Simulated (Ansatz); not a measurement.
**Si, response to strain**

Consider Si in the diamond structure (space group Fd-3m, No. 227; a = 5.444 Å). Axes: x, y, z lie along the cube axes.

Strains are applied to the cell and any free atomic positions relax; under biaxial strain the out-of-plane vector relaxes too.

Calculations: Kohn–Sham DFT with the r2SCAN functional, run in Ansatz (an electronic-structure program) with PAW and 500 eV plane waves, scalar-relativistic without spin-orbit coupling.

For the base:

The band gap is 0.78 eV.

The aim is a band gap between 0.25 eV and 0.29 eV. Which of these changes reaches it?
A. biaxial strain +1.50 %, plane normal [001], relaxed out of plane
B. biaxial strain +0.50 %, plane normal [001], relaxed out of plane
C. biaxial strain +3.00 %, plane normal [001], relaxed out of plane

C, biaxial strain +3.00 %, plane normal [001], relaxed out of plane. It gives 0.27 eV; biaxial strain +1.50 %, plane normal [001], relaxed out of plane gives 0.52 eV; biaxial strain +0.50 %, plane normal [001], relaxed out of plane gives 0.69 eV. Changes not listed may reach it too

No phonon test of stability was made. A zero or small gap of Si under biaxial strain +3.00 %, plane normal [001], relaxed out of plane can be the functional's error rather than a property of the material.
